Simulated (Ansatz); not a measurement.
Defect: Si-vacancy pair (Si on one host Rh site, one Rh site vacant) in fcc Rh, neutral cell. The step: Si and the vacancy change places (Si-vacancy distance between ideal sites 2.71 Å throughout); the atom moves 2.70 Å along (0.00, 0.50, 0.50) of the unit cell; the moving atom starts with neighbours 5 Rh at 2.67, 6 Rh at 2.71 Å and ends with 5 Rh at 2.67, 6 Rh at 2.71 Å. A PBE band in Ansatz (plane-wave PAW, a 2×2×2 k-point mesh shifted by half a step, 32 host sites, 44 SCF runs with any check of the saddle's order, static, no finite-size correction) gives a forward barrier of 0.43 eV. The program found a first-order saddle point. Forms of the defect that were not tried may lie lower.

Single points at the band's start and saddle point can refine it. Rough cost of one point, in units of the band's mean SCF on the same machine:

```csv
Level,Cost of one point
"PBE, a 4×4×4 k-point mesh shifted by half a step",about 5
"r2SCAN at 500 eV, a 2×2×2 k-point mesh shifted by half a step",about 2
```

### Question
Which of these move the barrier by more than 0.1 eV, and how far does each move it?

### Answer
Not one does. PBE, a 4×4×4 k-point mesh shifted by half a step: -0.02 eV; r2SCAN at 500 eV, a 2×2×2 k-point mesh shifted by half a step: -0.05 eV. Each functional is compared with PBE at the same k-points.

Ansatz is an electronic-structure program.
